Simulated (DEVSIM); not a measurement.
Structure: illuminated Si n-on-p cell, one wavelength, at 300 K.

Layer 1 from the left is Si, thickness (μm) 0.340, Nd (cm⁻³) 9.7e18, τn (s) 0.00056, τp (s) 0.00025, absorption coefficient (cm⁻¹) 17000. Layer 2 from the left is Si, thickness (μm) 130, Na (cm⁻³) 1.2e17, τn (s) 0.00065, τp (s) 0.00065, absorption coefficient (cm⁻¹) 17000.

Left contact: ohmic, minority hole recombination velocity 600 cm/s. Right contact: ohmic, minority electron recombination velocity 200 cm/s. Voltage is applied to the left contact. Recombination: SRH at mid-gap, radiative, Auger. Gap narrowing is on: ΔEg = 6.92 meV × (l + √(l² + 0.5)), l = ln(N/1.3e17 cm⁻³), shared equally by both band edges. Light enters at the left, 9.3e16 photons cm⁻² s⁻¹, one pass, no reflection. Mobility is constant in doping.

Constants are typed, rounded textbook-type inputs, not results; the design itself was drawn at random and stands for no fabricated device. Values at 300 K.

Si: gap (eV) 1.124, affinity (eV) 4.05, permittivity 11.7, Nc (cm⁻³) 2.86e19, Nv (cm⁻³) 3.1e19, μn (cm²/Vs) 1417, μp (cm²/Vs) 470, B (cm³/s) 4.7e-15, Cn (cm⁶/s) 2.8e-31, Cp (cm⁶/s) 9.9e-32.

Simulated with DEVSIM: 1D drift-diffusion, Boltzmann statistics, complete ionisation; no tunnelling, impact ionisation, image-force lowering or self-heating.

Dark forward current:

```csv
|V| (V),|J| (A/cm²)
0.25,1.280e-9
0.35,5.526e-8
0.40,3.775e-7
0.45,2.599e-6
0.50,1.794e-5
0.55,0.0001240
0.60,0.0008575
0.65,0.005931
0.70,0.04101
0.75,0.2832
0.80,1.947
0.85,13.27
0.90,81.26
0.95,351.3
1.00,985.1
1.05,2013
```

Question: Work out the local ideality factor n = ΔV / (kT/q · ln(J2/J1)) between the rows 0.25 and 0.35 V, 0.60 and 0.65 V, 1.00 and 1.05 V.

Answer: kT/q = 25.85 mV. From 0.25 to 0.35 V: ln(5.526e-8/1.280e-9) = 3.765, n = 1.03, near the 1 of diffusion or emission over a barrier. From 0.60 to 0.65 V: ln(0.005931/0.0008575) = 1.934, n = 1.00, near the 1 of diffusion or emission over a barrier. From 1.00 to 1.05 V: ln(2013/985.1) = 0.715, n = 2.71.

Question: What current could the absorbed light give at most, and what share is collected?

Answer: Σ αd = 222, so qΦ(1 − exp(−Σ αd)) = 14.9 mA/cm². The simulated short-circuit current is 14.88 mA/cm², a share of 1.00.

Question: Estimate the open-circuit voltage by superposition: the voltage at which the dark current equals that short-circuit current.

Answer: Interpolating ln J in the table gives 0.674 V. The simulation gives 0.674 V, the same within the digits that matter. Superposition holds where collection doesn't change with voltage.

Question: Estimate the fill factor from FF0 = (v − ln(v + 0.72))/(v + 1), v = qVoc/(nkT), with n from the dark curve.

Answer: The rows about Voc, 0.65 and 0.70 V, give n = 1.00, so v = 26.1 and FF0 = 0.842. The simulation gives 0.843, the same within the digits that matter.
